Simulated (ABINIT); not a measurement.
Equation of state of zinc-blende GaP (space group 216): energy against volume (ABINIT, LDA)

```
CELL_PARAMETERS angstrom
      0.00000     2.61902     2.61902
      2.61902     0.00000     2.61902
      2.61902     2.61902     0.00000
ATOMIC_POSITIONS crystal
  Ga 0.00000 0.00000 0.00000
  P  0.75000 0.75000 0.75000
```

Method: LDA (PW92), norm-conserving pseudopotentials (PseudoDojo nc-sr-04 LDA standard) (plane waves; ABINIT). Settings: pseudos = [Ga.upf, P.upf]; ecut = 52 Ha; occopt = 3; tsmear = 0.01 eV; ngkpt = 11 11 11; nshiftk = 1; shiftk = 0 0 0; potentials = PseudoDojo nc-sr-04 LDA standard; nband = 14; kptopt = 1; nstep = 100; tolvrs = 1e-10. The cell above is the first row's. The rows scale it uniformly. In all rows fractional positions and the k mesh are held. E is the free energy at the stated smearing, counted from the lowest row.

| V (Å^3/atom) | E (meV/atom) |
|---|---|
| 17.964 | ? |
| 18.355 | 22.91 |
| 18.746 | 9.98 |
| 19.136 | 2.53 |
| 19.527 | 0.00 |
| 19.917 | 1.88 |
| 20.308 | 7.72 |
| 20.698 | 17.10 |
| 21.089 | 29.66 |

Using the third-order Birch-Murnaghan form, a cubic in V^(-2/3), estimate the missing E at V = 17.964 from the other rows, showing the fit.

With u = V^(-2/3) - 0.137, the rows have u = 0.006713, 0.004708, 0.002776, 0.000904, -0.000902, -0.002655, -0.004348, -0.005993. Least squares gives E = 0.416 - 1041.71·u + 647103·u² + 1091829·u³. Residuals (row less fit): -0.005, 0.011, -0.004, -0.004, -0.001, -0.003, 0.011, -0.005; standard error 0.009 (degrees of freedom: 4). Its minimum lies at u = 0.000803, so V0 = (0.137803)^(-3/2) = 19.55. There d²E/du² = 1299000 and d³E/du³ = 6551000, so B0 = (4/9) × 19.55^(-7/3) × 1299000 × 0.160218 = 89.9 GPa (the last factor turns the table's units into GPa), and B0' = 4 + (2/3) × 0.137803 × (6551000)/1299000 = 4.5. The program's pressures in the fitted runs (not shown) pass through zero at V = 19.55, 0.01 % from this V0. At the withheld row, u = 0.008791, so E = 0.416 - 1041.71 × 0.008791 + 647103 × 0.008791² + 1091829 × 0.008791³ = 42.009 meV/atom. The calculation gives 41.95 meV/atom, 0.059 meV/atom below the prediction (0.1 % of the range of E in the table). The row lies outside the fitted rows, so this is an extrapolation. From the scatter of the fitted rows alone, a prediction at this place has a standard error of 0.027 meV/atom, so the miss is 2.2 times that.

Carrying the step between the two nearest rows on in a straight line would have given 35.84, off by 6.11; series whose last step already gives the withheld value aren't shown. The scan was laid around a cell of about the measured size, scaled by a guess for this functional. The runs keep the symmetry of the cell, so they don't test it for distortions. Cutoffs and mesh are single choices, not tested for convergence of this quantity. Series with a scatter that would blur these digits, or in which a gap closes, are not shown. Nor are scans whose minimum lies at an end fitted in this form.
